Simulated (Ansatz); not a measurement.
Output of an Ansatz run (abridged):

```
WARN basis.ecutwfc = 420 eV, the default
WARN ansatz: RAYON_NUM_THREADS=1 ignored (pool sized by the plan → 1); use --threads N
Pseudopotentials: kind: paw
Pseudopotential: Na, paw, valence charge 9
Pseudopotential: H, paw, valence charge 1
Crystal: 2 atoms, lattice volume = 29.054 Å³
Basis set: ecut = 420 eV, 537 PW (Γ), exchange–correlation on 48×48×48 points (8 copies of the dense FFT grid, shifted against one another)
Bands: 9, of which v1, the nominal top of the filled ones, is band 5 counted from 1 (4 counted from 0)
Symmetry: 48 space group operations
Space group: Fm-3m (ITA 225), of the structure as read, at distance tolerance 3.1e-5 Å
k-points: 16 of 216
Initial density: superposition of atomic densities (neutral atoms: chi_scale 0, normalization atom), corrected by the library's trained network
Initial wavefunctions: pseudopotential atomic-orbital guess
Eigensolver: davidson
Functional: x = pbe(κ = 0.804, μ = 0.2195149727645171), c = pbe(β = 0.06672455060314922)
SCF iter   1: F=—  HF=-1502.678980 eV  |F-HF|=—  |Δ(HF+E_count)|=         —  Δρ=4.38e-4  dr2=3.96e-5  ethr=1.77e-3  ⟨swp⟩=5.1  Hψ=939  notcnv=0
all-band conjugate gradients solve this SCF's bands
preconditioner: auto → none
SCF iter   2: F=—  HF=-1502.678802 eV  |F-HF|=—  |Δ(HF+E_count)|=   1.78e-4  Δρ=3.28e-4  dr2=2.46e-5  ethr=3.96e-7  ⟨swp⟩=2.4  Hψ=358  notcnv=0
SCF iter   3: F=—  HF=-1502.678829 eV  |F-HF|=—  |Δ(HF+E_count)|=   2.76e-5  Δρ=1.17e-4  dr2=2.50e-6  ethr=2.46e-7  ⟨swp⟩=3.0  Hψ=208  notcnv=0
SCF iter   4: F=—  HF=-1502.678830 eV  |F-HF|=—  |Δ(HF+E_count)|=   6.27e-7  Δρ=4.10e-5  dr2=2.90e-7  ethr=2.50e-8  ⟨swp⟩=2.4  Hψ=181  notcnv=0
iter 5 did not close the SCF: its close was put off for the readings that it lacked (scf_convergence_deferred on its scf_iter line)
SCF iter   5: F=-1502.678830 eV  HF=-1502.678831 eV  |F-HF|=4.42e-8  |Δ(HF+E_count)|=   4.11e-7  Δρ=1.75e-5  dr2=7.39e-8  ethr=2.90e-9  ⟨swp⟩=3.0  Hψ=224  notcnv=0
SCF iter   6: F=-1502.678830 eV  HF=-1502.678831 eV  |F-HF|=3.98e-9  |Δ(HF+E_count)|=   2.91e-8  Δρ=5.31e-6  dr2=6.52e-9  ethr=7.39e-10  ⟨swp⟩=2.0  Hψ=437  notcnv=0
SCF 1 converged in 6 iterations: F = -1502.678830 eV  dr2 = 6.52e-9
SCF converged after 6 iterations
Free energy (F): -1502.678830 eV
Harris-Foulkes:  -1502.678831 eV  (|F-HF|=3.98e-9)
Internal energy: -1502.678830 eV  (E = F + TS)
E sigma→0 (E₀):  -1502.678830 eV
Fermi energy:    2.543045 eV
--- Per-component energies (eV) ---
  E_band       = -229.076000
  E_kinetic    = 133.971517
  E_local      = -1338.350888  (includes V_loc(G=0)·N_el)
  E_nonlocal   = 116.498858
  E_hartree    = 480.475108
  E_xc         = -48.092720
  E_vxc        = -61.851448  (∫ρ·V_xc dr)
  E_paw        = -263.560262  (= ΣΔE_a)
  E_vpaw       = -40.293357  (= ΣTr[D̂ρ^β])
  E_aug_tail   = -0.001215  (compensation charges beyond the density's cutoff)
  E_ewald      = -583.619228
  E_smearing   = -0.000000  (= −TS)
  E_closure    = -0.000000  (closes the sum)
  Σ components = -1502.678830   (vs F -1502.678830, Δ=0.00e0)
--- Forces (eV/Å), atoms counted from 1 ---
  atom   1  Na    -0.00000000     0.00000000     0.00000000
  atom   2  H      0.00000000     0.00000000    -0.00000000
  max |Σ_I F_I| component: 7.72e-31 eV/Å
--- Stress (GPa, compression-positive) ---
       -0.653025       0.000000       0.000000
        0.000000      -0.653025       0.000000
        0.000000      -0.000000      -0.653025
  P = ⅓ Tr σ = -0.6530 GPa (-6.530 kbar)
  The stress holds the Pulay correction. Without it, at fixed plane waves, as pw.x and ABINIT print it: P = -0.7161 GPa
--- Band table (eV; the first three rows and the last of 16) ---
  k-point 0: bands = ["-49.5965", "-21.4787", "-21.4787", "-21.4787", "-2.8496", "10.8464", "16.0606", "16.0606", "16.0606"]
  k-point 1: bands = ["-49.5950", "-21.5000", "-21.4813", "-21.4813", "-2.3904", "9.3565", "12.8246", "14.9498", "14.9498"]
  k-point 2: bands = ["-49.5921", "-21.5422", "-21.4864", "-21.4864", "-1.1633", "6.1744", "11.5577", "14.1402", "14.1402"]
  k-point 15: bands = ["-49.5888", "-21.5425", "-21.5192", "-21.5088", "0.6353", "5.8636", "7.7140", "9.2154", "15.4177"]
```

The structure:

```xyz
2
Lattice="0.0000 2.4400 2.4400 2.4400 0.0000 2.4400 2.4400 2.4400 0.0000" Properties=species:S:1:pos:R:3 pbc="T T T"
Na     0.0000     0.0000     0.0000
H      2.4400     2.4400     2.4400
```

Write an input that gives this output.

Other spellings and defaults could give the same log, and not every line can be read from it. The input that was run (DFT, PBE, plane waves, default PAW files):

Ansatz 0.2 input:
```yaml
# NaH
crystal:
  lattice:
    - [0.00000000, 2.44000000, 2.44000000]
    - [2.44000000, 0.00000000, 2.44000000]
    - [2.44000000, 2.44000000, 0.00000000]
  atoms:
    - { symbol: Na, position: [0.00000000, 0.00000000, 0.00000000] }
    - { symbol: H, position: [0.50000000, 0.50000000, 0.50000000] }
kpoints:
  mp_grid: { grid: [6, 6, 6] }
hamiltonian:
  xc: pbe
  pseudopotentials: { kind: paw }
scf:
  occupations: { method: fermi_dirac, width: 0.05 }
output:
  forces: true
  eigenvalues: true
  stress: true
```

The starting cell has typed, rounded lattice constants, without a prior relaxation at this level. Ansatz's pressure includes its estimate of the finite-basis (Pulay) stress.

Ansatz is an electronic-structure program.
